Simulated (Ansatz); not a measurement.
Consider the following.

End structure of S on the 1x1 (111) surface of fcc Cu, one in a 2x1 cell, started at the site 'top Cu':

```yaml
crystal:
  lattice:
    - [5.13360, 0.00000, 0.00000]
    - [-1.28340, 2.22291, 0.00000]
    - [0.00000, 0.00000, 25.50000]
  atoms:
    - { symbol: Cu, position: [0.16667, 0.66667, 0.37817] }
    - { symbol: Cu, position: [0.66667, 0.66667, 0.37817] }
    - { symbol: Cu, position: [0.33333, 0.33333, 0.45940] }
    - { symbol: Cu, position: [0.83333, 0.33333, 0.45940] }
    - { symbol: Cu, position: [0.99752, 0.99752, 0.54129] }
    - { symbol: Cu, position: [0.50058, 0.00058, 0.54072] }
    - { symbol: Cu, position: [0.15924, 0.65924, 0.62160] }
    - { symbol: Cu, position: [0.67142, 0.67142, 0.62466] }
    - { symbol: S, position: [0.45949, 0.95949, 0.69251] }
```

Model: 9-atom slab, 6.2 Å thick at the start under the adsorbate (thin: gaps and levels are the slab's own), 6x12x1 mesh, Fermi-Dirac 0.1 eV, dipole correction, 4 atoms held, the rest relaxed; held to the start's symmetry, so lower structures may exist; spin-polarised, no spin-orbit, no U, no dispersion correction. The starting moment vanished. At the end it is bonded to 3 Cu. In PBE it is, or lies within 0.03 eV of, the lowest of the starts that converged.

A negative adsorption energy means that the adsorbate is more stable on the surface than in its reference.

Q: What change of the work function does PBE run with Ansatz (a program for electronic structure) give?

A: 0.65 eV

Q: Predict the work function of the top face from PBE.

A: 5.42 eV

Q: What adsorption energy against ⅛ S8(g) does PBE give?

A: -14.8 kcal/mol

Q: What is the computed change of the step from the bottom to the top vacuum level, against the clean slab (PBE)?

A: 0.61 eV
